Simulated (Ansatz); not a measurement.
**What biaxial strain +1.67 %, plane normal [111], relaxed out of plane does to Ag**

The reference is Ag in the fcc (Cu type) structure (space group Fm-3m, No. 225; a = 4.054 Å; relaxed with 0.1 eV smearing). Axes: x, y, z lie along the cube axes.

One thing is altered: biaxial strain +1.67 %, plane normal [111], relaxed out of plane (Cartesian); in-plane vectors clamped, the third vector and the atoms free.

Method: Ansatz (a quantum-chemistry and plane-wave program) PBEsol, without spin-orbit coupling. Settings: 28×28×28 k-points, 0.1 eV Fermi–Dirac smearing.

The space group goes from Fm-3m (No. 225) to R-3m (No. 166) and the shortest interatomic distance drops by 0.0110 Å (2.866 Å → 2.856 Å). The energy goes up by 5.4 meV/atom and the pressure (mean of the normal stresses, compression positive) goes from zero to -2.0 GPa. The band gap remains zero and the out-of-plane strain comes out as -1.42 %. The ratio −ε⊥/ε∥ comes out as 0.85 and the mean in-plane stress (compression positive) comes out as -3.0 GPa.

Final structure (turned so that z lies along the plane normal):

```
Ag
1.0
    2.91436     0.00000     0.00000
    1.45718     2.52391     0.00000
    1.45718    -0.84130     2.30715
Ag
1
Cartesian
  0.00000   0.00000   0.00000
```

Cost of the whole job for the changed cell (relaxation, final SCF and bands): about 70 core-seconds (a rough figure).

Whether these cells are dynamically stable was not tested.
